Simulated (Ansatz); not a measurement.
## A computed series for SnO2: response to strain

Consider SnO2 in the rutile structure (space group P4_2/mnm, No. 136; a = 4.769 Å, c = 3.212 Å). Axes: x, y, z lie along a, b, c of the conventional cell.

Strains are applied to the cell and any free atomic positions relax.

Level of theory: PBEsol (Ansatz, a quantum-chemistry and plane-wave program), no SOC.

```json
[
 {"uniaxial strain ε_zz (%)": "0", "band gap (eV)": "0.92"},
 {"uniaxial strain ε_zz (%)": "0.6", "band gap (eV)": "0.84"},
 {"uniaxial strain ε_zz (%)": "1.2", "band gap (eV)": "?"},
 {"uniaxial strain ε_zz (%)": "1.8", "band gap (eV)": "0.67"},
 {"uniaxial strain ε_zz (%)": "2.4", "band gap (eV)": "0.59"},
 {"uniaxial strain ε_zz (%)": "3", "band gap (eV)": "0.51"}
]
```

Fit E_g = E₀ + Dε (ε in %) to the rows shown and predict the withheld row.

Least squares on the printed values gives E₀ = 0.92 eV, D = -137 meV per % of strain (largest residual 0.00 eV); this predicts 0.76 eV, and the run gives 0.75 eV, in agreement.

Stability against distortions was not tested.
